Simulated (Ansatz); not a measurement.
The reference is TlBr in the CsCl type structure (space group Pm-3m, No. 221; a = 3.840 Å). Axes: x, y, z lie along the cube axes.

Modification: biaxial strain −0.83 %, plane normal [111], relaxed out of plane (Cartesian); in-plane vectors clamped, the third vector and the atoms free.

All numbers come from LDA, PAW, 420 eV (Ansatz, a program for electronic structure; scalar-relativistic without spin-orbit coupling).

**Question.** Give the band edges at the high-symmetry points of the new zone, measured from its valence-band maximum.

**Answer.** 
```csv
point,valence edge (eV),conduction edge (eV)
Γ,-1.79,6.53
T,-2.50,1.38
H₂,-2.50,1.38
H₀,-2.50,1.38
L,0.00,1.34
S₀,-1.11,4.78
S₂,-1.11,4.78
F,-1.11,4.78
```

The gap is 1.34 eV, direct at L.

Spin-orbit coupling, missing from the scalar runs, can matter with Tl. No phonon test of stability was made. Labels are those of the standard path for the cell's own space group.
